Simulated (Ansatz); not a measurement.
Base system: PbSe in the rock salt structure (space group Fm-3m, No. 225; a = 6.218 Å).

All numbers come from PBE in Ansatz (plane waves to 420 eV, PAW, spin-orbit coupling left out), earlier PAW set.

Before the change:

| Property | Value |
|---|---|
| Valley order | L along ⟨111⟩ 0.44 eV; a point along ⟨110⟩, about 0.6 Å⁻¹ from Γ 1.23 eV |
| Electron mass | 0.15 mₑ along k, 0.12 mₑ across (at L) |

Perturbation: the cell is scaled by 0.9801 in all directions; the atoms relax in the strained cell.

Task: What does the calculation give for the mean gap deformation potential ΔEg/Δln V after the change?

Result: The mean gap deformation potential ΔEg/Δln V is +3.2 eV.

Task: How does this affect the valley order?

Result: The valley order (the lowest conduction-band minima on the path, energy above the VBM, named in the base's zone) becomes L along ⟨111⟩ 0.25 eV; a point along ⟨110⟩, about 0.6 Å⁻¹ from Γ 1.09 eV (base: L along ⟨111⟩ 0.44 eV; a point along ⟨110⟩, about 0.6 Å⁻¹ from Γ 1.23 eV).

Task: What does the calculation give for the electron mass after the change?

Result: The electron mass goes from 0.15 mₑ along k, 0.12 mₑ across (at L) to 0.092 mₑ along k, 0.12 mₑ across (at L).

With Pb present, leaving out spin-orbit coupling can change the band edges. Masses are band curvatures over ±0.01 Å⁻¹ around the edge. Along k means along the line from Γ to the band edge. No phonon test of stability was made. A zero or small gap of PbSe under isotropic strain −1.99 % can be the functional's error rather than a property of the material.

Ansatz is an electronic-structure program.
